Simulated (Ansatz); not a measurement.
Band structure of LaOs2 (Fd-3m, 6 atoms in the cell).

```
CELL_PARAMETERS angstrom
      0.00000     3.79508     3.79508
      3.79508     0.00000     3.79508
      3.79508     3.79508     0.00000
ATOMIC_POSITIONS crystal
  La 0.75000 0.75000 0.75000
  La 0.50000 0.50000 0.50000
  Os 0.12500 0.62500 0.12500
  Os 0.12500 0.12500 0.12500
  Os 0.62500 0.12500 0.12500
  Os 0.12500 0.12500 0.62500
```

Level of theory: PBEsol, PAW files made with PBE (plane waves; Ansatz, a first-principles code).

Settings: kpoints.mp_grid.grid = 7 7 7; hamiltonian.xc = pbesol; hamiltonian.pseudopotentials = {kind: paw} (the program's default PAW files); scf.occupations.method = fermi_dirac; scf.occupations.width = 0.01 Ry; kpoints.band_path.npoints = 8.

The starting cell comes from a database of computed structures (which also holds hypothetical and non-ambient phases and stackings), without a prior relaxation at this level. Its lattice was rescaled by a random factor within 2.5 % of one. Spin-orbit coupling is off. Spin polarisation is off.

Levels in eV from the Fermi level, bands 41 to 48:
```csv
point,41,42,43,44,45,46,47,48
Γ,0.10,0.10,0.15,0.15,1.08,1.08,1.08,1.25
X,-1.35,-1.35,0.16,0.16,0.30,0.30,1.51,1.51
W,-0.57,-0.57,-0.39,-0.39,0.78,0.78,1.96,1.96
K,-1.28,-0.56,-0.50,-0.47,0.53,0.98,1.88,2.05
L,-0.24,-0.07,-0.07,0.66,0.66,1.06,1.06,1.41
U,-1.28,-0.56,-0.50,-0.47,0.53,0.98,1.88,2.05
```

Bands cross the Fermi level along this path, so the cell is metallic at this level.

Keys are those of Ansatz 0.2.
